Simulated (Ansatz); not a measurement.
Band structure of GaNi4Ge3 (R3, 8 atoms in the cell).

```yaml
crystal:
  lattice:
    - [3.30112, 1.90590, 2.73940]
    - [-3.30112, 1.90590, 2.73940]
    - [0.00000, -3.81181, 2.73940]
  atoms:
    - { symbol: Ga, position: [0.34352, 0.34352, 0.34352] }
    - { symbol: Ni, position: [0.64155, 0.64155, 0.64155] }
    - { symbol: Ni, position: [0.35987, 0.86109, 0.13636] }
    - { symbol: Ni, position: [0.13636, 0.35987, 0.86109] }
    - { symbol: Ni, position: [0.86109, 0.13636, 0.35987] }
    - { symbol: Ge, position: [0.65439, 0.16090, 0.84230] }
    - { symbol: Ge, position: [0.84230, 0.65439, 0.16090] }
    - { symbol: Ge, position: [0.16090, 0.84230, 0.65439] }
```

Method: PBEsol, PAW files made with PBE (plane waves; Ansatz, a quantum-chemistry and plane-wave program).

Settings: kpoints.mp_grid.grid = 4 4 4; hamiltonian.xc = pbesol; hamiltonian.pseudopotentials = {kind: paw} (the program's default PAW files); scf.occupations.method = gaussian; scf.occupations.width = 0.05 eV; kpoints.band_path.path = [[0.0, 0.0, 0.0], [0.5, 0.0, 0.0], [0.5, 0.48936848, -0.48936848]]; kpoints.band_path.npoints = 8.

The starting cell comes from a database of computed structures (which also holds hypothetical and non-ambient phases and stackings), without a prior relaxation at this level. Spin polarisation is off.

Levels in eV from the Fermi level, bands 60 to 67:
```json
[
 {"point": "Γ", "60": "-1.53", "61": "-1.09", "62": "-1.09", "63": "-0.95", "64": "1.01", "65": "1.01", "66": "1.53", "67": "2.11"},
 {"point": "L", "60": "-1.44", "61": "-1.34", "62": "-1.27", "63": "-0.08", "64": "-0.06", "65": "0.04", "66": "0.21", "67": "2.94"},
 {"point": "B1", "60": "-1.80", "61": "-1.19", "62": "-1.18", "63": "-1.16", "64": "-1.15", "65": "3.81", "66": "3.82", "67": "4.43"}
]
```

Bands cross the Fermi level along this path, so the cell is metallic at this level.

Keys are those of Ansatz 0.2.
